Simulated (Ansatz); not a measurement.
What electrons 1.0×10^22 cm⁻³ does to RuP2

Consider RuP$_{2}$ (space group Pnnm, No. 58; a = 5.103 Å, b = 5.869 Å, c = 2.862 Å).

Perturbation: electron doping at 1.0×10^22 cm⁻³ (0.857 per cell), with a uniform compensating background at fixed cell and a 300 K Fermi–Dirac width.

Calculations: PBEsol in Ansatz (plane waves to 420 eV, PAW, spin-orbit coupling left out). Γ-centred 9×8×16 mesh, Fermi–Dirac width 0.0259 eV.

```json
[
 {"quantity": "gap between the host's bands", "base": "0.47 eV", "changed": "0.59 eV", "shift": "+0.127 eV"},
 {"quantity": "gap character", "base": "indirect, T → Γ–Z (43 % along)", "changed": "indirect, T → Γ–Z (43 % along)", "shift": "–"},
 {"quantity": "largest internal atomic displacement", "base": "–", "changed": "0.010 Å", "shift": "–"},
 {"quantity": "Fermi level relative to the doped band's edge (positive inside the band; to 0.05 eV)", "base": "–", "changed": "+0.75 eV", "shift": "–"}
]
```

Final structure:

```
CELL_PARAMETERS angstrom
      5.10265     0.00000     0.00000
      0.00000     5.86860     0.00000
      0.00000     0.00000     2.86199
ATOMIC_POSITIONS crystal
  P  0.33892 0.87312 0.50000
  P  0.66108 0.12688 0.50000
  P  0.83892 0.62688 0.00000
  P  0.16108 0.37312 0.00000
  Ru 0.50000 0.50000 0.50000
  Ru 0.00000 0.00000 0.00000
```
Cell charge -0.857037.

Carriers are added with a uniform compensating background; total energy and stress of such cells depend on the potential's zero and are not compared; many-body gap narrowing is missing at this level. Stability against distortions was not tested.

Ansatz is a first-principles code.
